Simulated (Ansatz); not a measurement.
The parent structure is PbSe in the rock salt structure (space group Fm-3m, No. 225).

```yaml
crystal:
  lattice:
    - [0.00000, 3.08901, 3.08901]
    - [3.08901, 0.00000, 3.08901]
    - [3.08901, 3.08901, 0.00000]
  atoms:
    - { symbol: Se, position: [0.00000, 0.00000, 0.00000] }
    - { symbol: Pb, position: [0.50000, 0.50000, 0.50000] }
```

Method: DFT with r2SCAN, PAW potentials and a 500 eV plane-wave cutoff in Ansatz (an electronic-structure program), spin-orbit coupling left out.

Carriers are added at fixed cell with a uniform background; the Fermi–Dirac width is that of 300 K.

One change was made to it. Results:

| quantity | base | after |
|---|---|---|
| gap between the host's bands | 0.67 eV | 0.63 eV |
| Fermi level relative to the doped band's edge (positive inside the band; to 0.05 eV) | – | +0.70 eV |
| gap character | direct at L | direct at L |

Q: What was done to the base?
A. electrons 7.0×10^20 cm⁻³
B. electrons 1.0×10^21 cm⁻³
C. electrons 2.0×10^21 cm⁻³
D. holes 7.0×10^20 cm⁻³

A: C, electrons 2.0×10^21 cm⁻³. For comparison, the Fermi level from band edge in the other runs: electrons 7.0×10^20 cm⁻³ gives +0.45 eV; holes 7.0×10^20 cm⁻³ gives +0.40 eV; electrons 1.0×10^21 cm⁻³ gives +0.50 eV.

Charged cell with a jellium background: band edges are those of the host's band count, energies are not comparable with the neutral cell, and many-body gap narrowing is missing. With Pb present, leaving out spin-orbit coupling can change the band edges. Stability against distortions was not tested.
